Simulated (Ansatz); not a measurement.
# Ga2O3: response to strain

Start from Ga$_{2}$O$_{3}$ in the corundum structure (space group R-3c, No. 167).

```
CELL_PARAMETERS angstrom
      2.47497     1.42892     4.43525
     -2.47497     1.42892     4.43525
      0.00000    -2.85785     4.43525
ATOMIC_POSITIONS crystal
  Ga 0.64424 0.64424 0.64424
  Ga 0.14424 0.14424 0.14424
  Ga 0.35576 0.35576 0.35576
  Ga 0.85576 0.85576 0.85576
  O  0.75000 0.44721 0.05279
  O  0.05279 0.75000 0.44721
  O  0.25000 0.55279 0.94721
  O  0.55279 0.94721 0.25000
  O  0.94721 0.25000 0.55279
  O  0.44721 0.05279 0.75000
```

Cartesian axes are those of the cell as printed.

Strains are applied to the cell and any free atomic positions relax; under biaxial strain the out-of-plane vector relaxes too.

Computed with LDA/PAW in Ansatz (a first-principles code), no SOC.

Notes on the quantities. energy relative to the base: free energy F.

```csv
"biaxial strain, plane normal [001], relaxed out of plane (%)",energy relative to the base (meV/atom)
-3,27.4
-2.25,15.2
-1.5,6.7
-0.75,?
0,0.0
```

Problem. Fit ΔE = Aε² + Bε³ (ε in %) to the rows shown and predict the withheld row.

Solution. Least squares on the printed values gives A = 2.89 and B = -0.050 meV/atom (largest residual 0.0 meV/atom); this predicts 1.6 meV/atom, and the run gives 1.6 meV/atom, in agreement.

Stability against distortions was not tested.
